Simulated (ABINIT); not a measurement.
Band structure of Ag (Fm-3m, 1 atom in the cell).

```xyz
1
Lattice="0.0000 2.0608 2.0608 2.0608 0.0000 2.0608 2.0608 2.0608 0.0000" Properties=species:S:1:pos:R:3 pbc="T T T"
Ag     0.0000     0.0000     0.0000
```

Computed with PBE, norm-conserving pseudopotentials (PseudoDojo nc-sr-05 PBE standard) (plane waves; ABINIT).

Settings: pseudos = [Ag.upf]; ecut = 82 Ry; occopt = 7; tsmear = 0.272 eV; ngkpt = 9 9 9; nshiftk = 1; shiftk = 0 0 0; potentials = PseudoDojo nc-sr-05 PBE standard; kptopt = 1; nstep = 50; tolvrs1 = 1e-12; ndtset = 2; getden2 = 1.

The starting cell comes from a database of computed structures (which also holds hypothetical and non-ambient phases and stackings), without a prior relaxation at this level. Its lattice was rescaled by a random factor within 2.5 % of one.

Levels in eV from the Fermi level, bands 6 to 13:
| point | 6 | 7 | 8 | 9 | 10 | 11 | 12 | 13 |
|---|---|---|---|---|---|---|---|---|
| Γ | -4.91 | -4.91 | -4.91 | -3.92 | -3.92 | 15.91 | 19.29 | 19.29 |
| X | -6.35 | -3.19 | -2.96 | -2.96 | 1.40 | 6.32 | 10.35 | 10.35 |
| W | -5.17 | -5.17 | -3.91 | -2.96 | 5.64 | 5.64 | 6.61 | 7.83 |
| K | -5.65 | -4.22 | -3.71 | -3.23 | 4.01 | 4.94 | 6.75 | 12.39 |
| L | -4.93 | -4.93 | -3.16 | -3.16 | -0.56 | 3.25 | 15.11 | 17.47 |
| U | -5.65 | -4.22 | -3.71 | -3.23 | 4.01 | 4.94 | 6.75 | 12.39 |

Bands cross the Fermi level along this path, so the cell is metallic at this level.
